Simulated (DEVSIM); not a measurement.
# illuminated Si p-on-n cell, one wavelength

System: illuminated Si p-on-n cell, one wavelength, at 400 K.

```csv
layer (left to right),material,thickness (μm),Nd (cm⁻³),Na (cm⁻³),τn (s),τp (s),absorption coefficient (cm⁻¹)
1,Si,0.640,-,2e18,1.1e-6,3.6e-6,14000
2,Si,47.0,3.7e16,-,4.7e-6,4.7e-6,14000
```

Left contact: ohmic, minority electron recombination velocity 8000 cm/s. Right contact: ohmic, minority hole recombination velocity 300 cm/s. Voltage is applied to the left contact. Recombination: SRH at mid-gap, radiative. Light enters at the left, 1e18 photons cm⁻² s⁻¹, one pass, no reflection. Mobility is constant in doping.

This is a model device: material constants are rounded textbook-type values typed into the input, and sizes, dopings and lifetimes were drawn at random. Values at 300 K; Nc and Nv go as T^1.5, mobilities as T to minus their exponent, the gap by Varshni's rule with the affinity fixed.

```tsv
parameter	Si
gap (eV)	1.124
affinity (eV)	4.05
permittivity	11.7
Nc (cm⁻³)	2.86e19
Nv (cm⁻³)	3.1e19
μn (cm²/Vs)	1417
μp (cm²/Vs)	470
T exponent of μn	2.3
T exponent of μp	2.2
B (cm³/s)	4.7e-15
Varshni α (eV/K)	0.000473
Varshni β (K)	636
```

Simulated with DEVSIM: 1D drift-diffusion, Boltzmann statistics, complete ionisation; no tunnelling, impact ionisation, image-force lowering or self-heating.

```yaml
potential_step_across_the_device_at_zero_bias: 0.743 V
largest_field_in_the_device_at_zero_bias: 110000 V/cm
Dark forward voltage at 1 A/cm²: 0.545 V
Dark forward voltage at 100 A/cm²: 0.746 V
short_circuit_current: 159 mA/cm²
open_circuit_voltage: 0.476 V
fill_factor: 0.75
largest_power: 56.6 mW/cm²
share_of_generated_pairs_collected_at_short_circuit: 0.990
```

Dark reverse current:

```tsv
V (V)	J (A/cm²)
-0.04	-2.3e-7
-0.10	-3.9e-7
-0.20	-5.4e-7
-0.30	-6.6e-7
-0.40	-7.8e-7
-0.60	-9.8e-7
-0.80	-1.2e-6
-1.00	-1.3e-6
-1.30	-1.6e-6
-1.60	-1.8e-6
-2.00	-2.0e-6
```

Dark forward current:

| V (V) | J (A/cm²) |
|---|---|
| 0.05 | 7.8e-7 |
| 0.10 | 3.5e-6 |
| 0.15 | 1.4e-5 |
| 0.20 | 5.8e-5 |
| 0.25 | 0.00024 |
| 0.30 | 0.00099 |
| 0.35 | 0.0042 |
| 0.40 | 0.018 |
| 0.45 | 0.075 |
| 0.50 | 0.31 |
| 0.55 | 1.2 |
| 0.60 | 3.8 |
| 0.65 | 12 |
| 0.70 | 36 |
| 0.75 | 110 |
| 0.80 | 320 |
| 0.85 | 830 |
| 0.90 | 1900 |
| 0.95 | 3900 |
